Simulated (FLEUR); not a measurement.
Sensitivity of a calculation on Tl₃Ge (Pm-3m, 4 atoms in the cell) to its settings

```
Tl3Ge
1.0
    4.76407     0.00000     0.00000
    0.00000     4.76407     0.00000
    0.00000     0.00000     4.76407
Tl Ge
3 1
Cartesian
  0.00000   2.38204   2.38204
  2.38204   0.00000   2.38204
  2.38204   2.38204   0.00000
  0.00000   0.00000   0.00000
```

Base run A: PBEsol, all-electron FLAPW (FLEUR), scalar-relativistic valence run with FLEUR, self-consistent single point.

Its settings: Kmax = 3.8 1/bohr; GmaxXC = 15.2 1/bohr; xcFunctional = PBEs; jspins = 1; l_soc = F; mode = hist; fermiSmearingEnergy = 0.00367493 Htr; mesh (inpgen div1-3) = 5 5 5; inpgen gamma flag = false; Gmax = 15.2 1/bohr; numbands = 0; maxIterBroyd = 40; imix = Anderson; alpha = 0.05; precondParam = 0; minDistance = 1e-05 me/bohr^3; ctail = T; kcrel = 0; coretail_lmax = 0; theta = 0.

The starting cell comes from a database of computed structures (which also holds hypothetical and non-ambient phases and stackings), without a prior relaxation at this level. Its lattice was rescaled by a random factor within 2.5 % of one. Spin-orbit coupling is off. Values depend on the basis (sphere radii, cutoffs, local orbitals), which need not be converged.

ΔF is the free energy per atom less that of run A. A dash stands where there is no value to compare (another energy zero or no entropy term, no result, no spin, no clean gap, or a mesh too coarse for one). Absolute energies have different zeros for different potentials, functionals, Hubbard and dispersion terms and are not compared across them.

Runs:
- B: Gmax: 15.2 1/bohr → 10.7 1/bohr; GmaxXC: 15.2 1/bohr → 10.7 1/bohr
- C: Kmax: 3.8 1/bohr → 3.4 1/bohr; Gmax: 15.2 1/bohr → 13.6 1/bohr; GmaxXC: 15.2 1/bohr → 13.6 1/bohr
- D: lattice scaled by 0.985; Kmax: 3.8 1/bohr → 2.94 1/bohr; Gmax: 15.2 1/bohr → 11.8 1/bohr; GmaxXC: 15.2 1/bohr → 11.8 1/bohr
- E: numbands: 0 → 91
- F: precondParam: 0 → 0.5
- G: xcFunctional: PBEs → pz [LDA (Perdew-Zunger), scalar-relativistic valence]
- H: maxIterBroyd: 40 → 50

```tsv
run	ΔF (meV/atom)	basis size
A	0.00	691
B	-0.01	691
C	34.0	497
D	243.5	305
E	0.00	691
F	0.00	691
G	–	691
H	0.00	691
```

Run C against A: The free energy goes up by 34.0 meV/atom.

Run D against A: The free energy rises by 244 meV/atom.
